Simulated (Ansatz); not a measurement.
```
CaKF3
1.0
    4.40695     0.00000     0.00000
    0.00000     4.40695     0.00000
    0.00000     0.00000     4.40695
K Ca F
1 1 3
Direct
  0.00000   0.00000   0.00000
  0.50000   0.50000   0.50000
  0.00000   0.50000   0.50000
  0.50000   0.50000   0.00000
  0.50000   0.00000   0.50000
```

The cell was generated from a structure type, relaxed within its symmetry, and need not be the phase found at ambient conditions. The cell is fixed at its relaxed static size. Melting and transitions to other phases are not modelled.

### Question
Estimate each atom's mean-square displacement (sum over three axes) at 600 K from path-integral sampling on the energy surface fitted in the stochastic self-consistent harmonic approximation in a 2×2×2 supercell, PBEsol density-functional theory in Ansatz (plane waves, PAW).

### Answer
K1 0.15 Å², Ca2 0.042 Å², F3 0.26 Å², F4 0.26 Å², F5 0.26 Å². Waves longer than the supercell are missing, so the values are low for an infinite crystal. Over all wave vectors of the supercell the softest harmonic mode is 97i cm⁻¹ at q = (0.50, 0.50, 0.50); the softest of the Hessian is 28i cm⁻¹ at q = (0.00, 0.50, 0.50) at 300 K (error 2; the run's verdict: unstable), 17i cm⁻¹ at q = (0.00, 0.50, 0.50) at 600 K (error 16; the run's verdict: undecided).

Ansatz is a program for electronic structure.
